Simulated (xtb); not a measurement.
xtb 6.7.1, GFN1-xTB: c1coc(-c2cc3cc4sccc4cc3s2)c1, 25 atoms. The geometry is a generated start, not checked to be a minimum at this level.

```yaml
run_flags: --grad
method: GFN1-xTB
"--acc": 1 (default)
"--etemp (K)": 300 (default)
basis_functions: 96
valence_electrons: 82
```

```xyz
25

C      5.2716     0.1380     0.2269
C      5.0691     0.8498    -0.9281
O      3.7447     0.9479    -1.1974
C      3.0561     0.2908    -0.2054
C      1.6199     0.1959    -0.1756
C      0.8343    -0.4356     0.7671
C     -0.5721    -0.3394     0.4940
C     -1.6815    -0.8378     1.1965
C     -2.9845    -0.6210     0.7394
S     -4.4533    -1.1524     1.4642
C     -5.4011    -0.4371     0.2403
C     -4.6274     0.1952    -0.7048
C     -3.2222     0.0980    -0.4302
C     -2.1119     0.5958    -1.1317
C     -0.8093     0.3786    -0.6739
S      0.6575     0.9079    -1.3956
C      3.9829    -0.2214     0.6920
H      6.2263    -0.0931     0.6774
H      5.7266     1.3297    -1.6396
H      1.2361    -0.9534     1.6290
H     -1.5219    -1.4024     2.1126
H     -6.4793    -0.5133     0.2705
H     -5.0452     0.7091    -1.5619
H     -2.2714     1.1605    -2.0479
H      3.7561    -0.7904     1.5824
```

One run each on 1 thread. Values of broydamp tried: 0.02, 0.05, 0.1, 0.2, 0.4 (default), 0.6, 0.8, 1.

Q: How does the count of SCC iterations change with broydamp, and where is it least?

A: Fewest SCC iterations, within one of each other: 0.4 (default) with 10, 0.6 with 11. The count rises to 17 at 0.02. All converge to one solution.

```json
[
 {"broydamp": "0.02", "SCC iterations": "17", "end": "same solution"},
 {"broydamp": "0.05", "SCC iterations": "15", "end": "same solution"},
 {"broydamp": "0.1", "SCC iterations": "13", "end": "same solution"},
 {"broydamp": "0.2", "SCC iterations": "12", "end": "same solution"},
 {"broydamp": "0.4 (default)", "SCC iterations": "10", "end": "same solution"},
 {"broydamp": "0.6", "SCC iterations": "11", "end": "same solution"},
 {"broydamp": "0.8", "SCC iterations": "13", "end": "same solution"},
 {"broydamp": "1", "SCC iterations": "13", "end": "same solution"}
]
```
